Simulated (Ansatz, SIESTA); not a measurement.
An Ansatz (an electronic-structure program) input for a self-consistent single point of BaHfO₃ (Pm-3m, 5 atoms in the cell) (DFT, PBEsol, plane waves, default PAW files made with PBE):

Ansatz 0.2 input:
```yaml
crystal:
  lattice:
    - [4.17000000, 0.00000000, 0.00000000]
    - [0.00000000, 4.17000000, 0.00000000]
    - [0.00000000, 0.00000000, 4.17000000]
  atoms:
    - { symbol: Ba, position: [0.00000000, 0.00000000, 0.00000000] }
    - { symbol: Hf, position: [0.50000000, 0.50000000, 0.50000000] }
    - { symbol: O, position: [0.50000000, 0.00000000, 0.50000000] }
    - { symbol: O, position: [0.00000000, 0.50000000, 0.50000000] }
    - { symbol: O, position: [0.50000000, 0.50000000, 0.00000000] }
basis:
  ecutwfc: 420.0
kpoints:
  mp_grid: { grid: [8, 8, 8] }
hamiltonian:
  xc: pbesol
  pseudopotentials: { kind: paw }
scf:
  occupations: { method: fermi_dirac, width: 0.01 }
output:
  forces: true
  eigenvalues: true
  stress: true
```

Write the same calculation as an input for SIESTA.

One input that does it (others would too):

```
# files in the folder: Ba.psml Hf.psml O.psml (PseudoDojo PBEsol standard)
SystemName  BaHfO3
SystemLabel BaHfO3

NumberOfAtoms                5
NumberOfSpecies              3
%block ChemicalSpeciesLabel
  1 56 Ba
  2 72 Hf
  3 8 O
%endblock ChemicalSpeciesLabel
LatticeConstant              1.0 Ang
%block LatticeVectors
     4.170000000    0.000000000    0.000000000
     0.000000000    4.170000000    0.000000000
     0.000000000    0.000000000    4.170000000
%endblock LatticeVectors
AtomicCoordinatesFormat      Fractional
%block AtomicCoordinatesAndAtomicSpecies
     0.000000000    0.000000000    0.000000000  1
     0.500000000    0.500000000    0.500000000  2
     0.500000000    0.000000000    0.500000000  3
     0.000000000    0.500000000    0.500000000  3
     0.500000000    0.500000000    0.000000000  3
%endblock AtomicCoordinatesAndAtomicSpecies

XC.functional                GGA
XC.authors                   PBEsol
PAO.BasisSize                DZP
PAO.EnergyShift              0.01 Ry
MeshCutoff                   350 Ry
%block kgrid.MonkhorstPack
    8   0   0  0.0
    0   8   0  0.0
    0   0   8  0.0
%endblock kgrid.MonkhorstPack
OccupationFunction           FD
ElectronicTemperature        10.0 meV

MaxSCFIterations             150
SCF.Mixer.Method             Pulay
SCF.Mixer.Weight             0.2
SCF.Mixer.History            6
SCF.DM.Tolerance             1.0E-05
Diag.ParallelOverK           true
WriteForces                  true
```

Basis settings and potentials, where a program has them, do not carry over. This input uses DFT, GGA PBEsol, numerical atomic orbitals DZP, PseudoDojo PBEsol standard norm-conserving potentials (rewritten from UPF to PSML). Both were run: pressure -2.07 GPa in Ansatz and -1.73 in SIESTA; gap on the mesh 3.567 eV in Ansatz and 3.531 in SIESTA. Ansatz's pressure is the one without its finite-basis correction.

On SIESTA: the starting cell has typed, rounded lattice constants, without a prior relaxation at this level. Spin-orbit coupling is off. Values carry the incompleteness of an atom-centred basis. The basis of the alkali or alkaline-earth atoms may lack their empty d shell, which can raise the gap.

On Ansatz: the starting cell has typed, rounded lattice constants, without a prior relaxation at this level. Spin-orbit coupling is off.
